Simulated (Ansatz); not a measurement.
Results of r²SCAN in Ansatz (plane waves, PAW) for BeRh3 (model structure, started from the Cu3Au type, Pm-3m, No. 221, 4 atoms in the cell).

Run with plane-wave cutoff 560 eV, 16×16×16 k mesh, Fermi–Dirac smearing 0.05 eV, no spin polarisation, scalar-relativistic PAW data made under PBE.

Cell (relaxed at this level):

BeRh$_{3}$ is taken in the cubic space group Pm-3m (No. 221), the Cu3Au type structure, Pearson symbol cP4. Conventional cell: a = 3.7030 Å, b = 3.7030 Å, c = 3.7030 Å, α = 90.00°, β = 90.00°, γ = 90.00°. Rh on 3c is coordinated by 8 Rh at 2.618 Å and 6 Rh at 3.703 Å and 4 Be at 2.618 Å. Be on 1a sees 12 Rh at 2.618 Å (cuboctahedral). (Neighbours: up to the widest gap in distance over summed covalent radii, below 1.35, at either atom.)

Problem. Estimate the bulk modulus that the calculation returns.

Solution. 
- bulk modulus = 241 GPa

Note: the run has no spin polarisation, so it can have missed a magnetic state; the bulk modulus is −V dP/dV from two relaxed cells at ±2 % in volume; the relaxation could raise the start's symmetry but not lower it, so the cell can be a saddle point.

The result took around 3 core-minutes (rough).

A model structure was made by putting elements into a prototype or built by hand; it is no filed structure, need not be a known phase, and can be a saddle point held by its symmetry.

Ansatz is an electronic-structure program.
